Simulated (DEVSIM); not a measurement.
Device: abrupt Si p-n junction, at 400 K.

```tsv
layer (left to right)	material	thickness (μm)	Nd (cm⁻³)	Na (cm⁻³)	τn (s)	τp (s)
1	Si	0.410	-	5.2e15	9.9e-5	9.9e-5
2	Si	4.30	6.1e14	-	9.9e-5	9.9e-5
```

Left contact: ohmic. Right contact: ohmic. Voltage is applied to the left contact. Recombination: SRH at mid-gap, radiative, Auger. Mobility is μmin + (μ − μmin)/(1 + (N/Nref)^α).

Constants are typed, rounded textbook-type inputs, not results; the design itself was drawn at random and stands for no fabricated device. Values at 300 K; Nc and Nv go as T^1.5, mobilities as T to minus their exponent, the gap by Varshni's rule with the affinity fixed.

```csv
parameter,Si
gap (eV),1.124
affinity (eV),4.05
permittivity,11.7
Nc (cm⁻³),2.86e19
Nv (cm⁻³),3.1e19
μn (cm²/Vs),1417
μp (cm²/Vs),470
"μn,min",52
"μp,min",45
"Nref,n",9.7e16
"Nref,p",2.2e17
αn,0.68
αp,0.72
T exponent of μn,2.3
T exponent of μp,2.2
B (cm³/s),4.7e-15
Cn (cm⁶/s),2.8e-31
Cp (cm⁶/s),9.9e-32
Varshni α (eV/K),0.000473
Varshni β (K),636
```

DEVSIM, 1D drift-diffusion, Boltzmann statistics, complete ionisation; no tunnelling, impact ionisation, image-force lowering or self-heating.

The thickness of layer 1 was swept, all else fixed.

```json
[
 {"thickness of layer 1 (μm)": "0.082", "dark forward voltage at 1 A/cm² (V)": "0.203", "dark forward voltage at 100 A/cm² (V)": "0.631"},
 {"thickness of layer 1 (μm)": "0.14", "dark forward voltage at 1 A/cm² (V)": "0.216", "dark forward voltage at 100 A/cm² (V)": "0.620"},
 {"thickness of layer 1 (μm)": "0.25", "dark forward voltage at 1 A/cm² (V)": "0.235", "dark forward voltage at 100 A/cm² (V)": "0.605"},
 {"thickness of layer 1 (μm)": "0.41", "dark forward voltage at 1 A/cm² (V)": "0.251", "dark forward voltage at 100 A/cm² (V)": "0.595"},
 {"thickness of layer 1 (μm)": "0.7", "dark forward voltage at 1 A/cm² (V)": "0.266", "dark forward voltage at 100 A/cm² (V)": "0.589"},
 {"thickness of layer 1 (μm)": "1.2", "dark forward voltage at 1 A/cm² (V)": "0.277", "dark forward voltage at 100 A/cm² (V)": "0.588"},
 {"thickness of layer 1 (μm)": "2", "dark forward voltage at 1 A/cm² (V)": "0.286", "dark forward voltage at 100 A/cm² (V)": "0.595"}
]
```

From the first row to the last the dark forward voltage at 1 A/cm² goes from 0.203 to 0.286. From the first row to the last the dark forward voltage at 100 A/cm² goes from 0.631 to 0.595.
